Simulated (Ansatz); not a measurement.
We consider cubic perovskite CsPbCl3 (cubic high-temperature phase), described by RPBE in Ansatz (plane waves, PAW).

Run with plane-wave cutoff 520 eV, 6×6×6 k mesh, Fermi–Dirac smearing 0.01 eV, scalar-relativistic PAW data made under PBE.

Response to compression and expansion:

```
V (Å³/atom)  P (GPa)  direct gap at Γ (eV)  smallest gap on the k mesh (eV)
-----------  -------  --------------------  -------------------------------
37.810          1.31                 6.021                            2.345
38.615          0.82                 5.965                            2.418
39.419          0.39                 5.911                            2.484
40.224          0.00                 5.857                            2.543
41.028         -0.35                 5.804                            2.596
41.833         -0.66                 5.753                            2.643
42.637         -0.94                 5.702                            2.684
```

The fundamental gap (2.54 eV at the equilibrium volume, with added k points) lies elsewhere than Γ–Γ.

Note: the cell is over a tenth larger than the published one: the level's own overestimate first of all, though another phase or state, or a fault of the published cell, is possible; the relaxation could not lower the start's symmetry, so the cell can be a saddle point above a distorted one.

Spin–orbit coupling is not included; with these elements it can move the gap by several tenths of an eV or more.

Ansatz is a first-principles code.
